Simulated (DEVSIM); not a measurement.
Structure: Ru/Al2O3/p-Si capacitor, at 300 K.

| layer (left to right) | material | thickness (nm) | Na (cm⁻³) |
|---|---|---|---|
| 1 | Al2O3 | 23.0 | - |
| 2 | Si | 3000 | 3.6e16 |

Metal gate on the left, work function 4.7 eV. Fixed charge at the semiconductor interface -4.6e11 cm⁻² (in units of +e); no interface traps.

Constants are typed, rounded textbook-type inputs, not results; the design itself was drawn at random and stands for no fabricated device. Values at 300 K; Nc and Nv go as T^1.5, mobilities as T to minus their exponent, the gap by Varshni's rule with the affinity fixed.

```
parameter         Al2O3        Si
----------------  -----  --------
gap (eV)            6.8     1.124
affinity (eV)      1.35      4.05
permittivity          9      11.7
Nc (cm⁻³)             -   2.86e19
Nv (cm⁻³)             -    3.1e19
Varshni α (eV/K)      -  0.000473
Varshni β (K)         -       636
```

Simulated with DEVSIM: 1D Poisson equation in equilibrium, Boltzmann statistics, complete ionisation; no quantum confinement or tunnelling. Metal contacts follow the ideal Schottky-Mott rule: no Fermi-level pinning, no interface dipoles.

The temperature was swept, all else fixed.

```tsv
temperature (K)	flat-band voltage (V)	threshold voltage (band bending 2φF) (V)	minimum of the low-frequency capacitance (μF/cm²)
250	-0.13	1.02	0.0542
300	-0.09	0.97	0.0583
350	-0.04	0.92	0.0622
400	0.01	0.86	0.0677
450	0.07	0.81	0.0762
500	0.12	0.75	0.0852
```

From the first row to the last the flat-band voltage goes from -0.13 to 0.12. From the first row to the last the threshold voltage (band bending 2φF) goes from 1.02 to 0.75.
